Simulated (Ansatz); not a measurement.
BaTe under a change: uniaxial strain ε_yy = +2.09 %

Take BaTe in the rock salt structure (space group Fm-3m, No. 225; a = 6.941 Å) as the base. Axes: x, y, z lie along the cube axes.

One thing is altered: uniaxial strain ε_yy = +2.09 %, all other strain components held at zero; the atoms relax in the strained cell.

All numbers come from PBEsol/PAW in Ansatz (a first-principles code), scalar-relativistic without spin-orbit coupling. Settings: 8×8×8 k-points, 0.05 eV Fermi–Dirac smearing.

```json
[
 {"quantity": "volume per atom", "base": "41.81 Å³", "changed": "42.68 Å³", "shift": "+0.87 Å³"},
 {"quantity": "space group", "base": "Fm-3m (No. 225)", "changed": "I4/mmm (No. 139)", "shift": "–"},
 {"quantity": "shortest interatomic distance", "base": "347.1 pm", "changed": "347.1 pm", "shift": "0.0 pm"},
 {"quantity": "energy relative to the base (free energy F)", "base": "0 meV/atom", "changed": "+4.1 meV/atom", "shift": "+4.1 meV/atom"},
 {"quantity": "pressure (mean of the normal stresses, compression positive)", "base": "0.0 kbar", "changed": "-6.0 kbar", "shift": "-6.0 kbar"},
 {"quantity": "band gap", "base": "1.46 eV", "changed": "1.49 eV", "shift": "+0.03 eV"},
 {"quantity": "gap character", "base": "–", "changed": "indirect, Γ → X", "shift": "–"},
 {"quantity": "smallest direct gap", "base": "1.82 eV", "changed": "1.83 eV", "shift": "+0.01 eV"},
 {"quantity": "electron mass", "base": "1.3 mₑ along k, 0.26 mₑ across (at X)", "changed": "1.3 mₑ along x, 0.27 mₑ along y, 0.26 mₑ along z (at X)", "shift": "–"},
 {"quantity": "valence-band top at Γ (three highest levels, from the VBM)", "base": "0.00, 0.00, 0.00 eV", "changed": "0.00, 0.00, -0.05 eV", "shift": "–"},
 {"quantity": "valley order (the lowest conduction-band minima on the path, energy above the VBM, named in the base's zone)", "base": "X along ⟨100⟩ 1.46 eV; a point along ⟨111⟩, about 0.2 Å⁻¹ from Γ 2.93 eV", "changed": "X along [100] 1.49 eV; X along [010] 1.49 eV; Γ 2.80 eV", "shift": "–"},
 {"quantity": "stress (xx, yy, zz, yz, xz, xy; compression positive)", "base": "–", "changed": "(-0.19, -1.42, -0.19, 0.00, 0.00, 0.00) GPa", "shift": "–"}
]
```

Spin-orbit coupling, missing from the scalar runs, can matter with Te. Masses are band curvatures over ±0.01 Å⁻¹ around the edge. Along k means along the line from Γ to the band edge. Stability against distortions was not tested. Labels are those of the standard path for the cell's own space group.
